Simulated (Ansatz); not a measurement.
For ZnS (P6₃mc, No. 186, 12 atoms in the cell; start COD 9013162; high-temperature phase), PBE-D3(BJ) (PAW; Ansatz, a program for electronic structure) gives:

- lattice constant a = 3.799 Å
- c axis length = 18.649 Å
- cohesive energy = 3.21 eV/atom

**Question.** What does r²SCAN+rVV10 in Ansatz (PAW) give for the same quantities?

**Answer.** 
- lattice constant a: 3.795 Å (drops by 0.1 %)
- lattice parameter c: 18.625 Å (falls by 0.1 %)
- cohesive energy: 3.35 eV/atom (goes up by 0.14 eV/atom)

Changes are worked out from the printed values.

Unless a cell is named, each level is at its own relaxed cell (PBE-D3(BJ) 19.42, r²SCAN+rVV10 19.36 Å³/atom).

Caveats: the relaxation could not lower the start's symmetry, so the cell can be a saddle point above a distorted one (PBE-D3(BJ), r²SCAN+rVV10). Ansatz's density-functional and Hartree–Fock values are scalar-relativistic unless marked +SOC, with PAW data made under PBE.
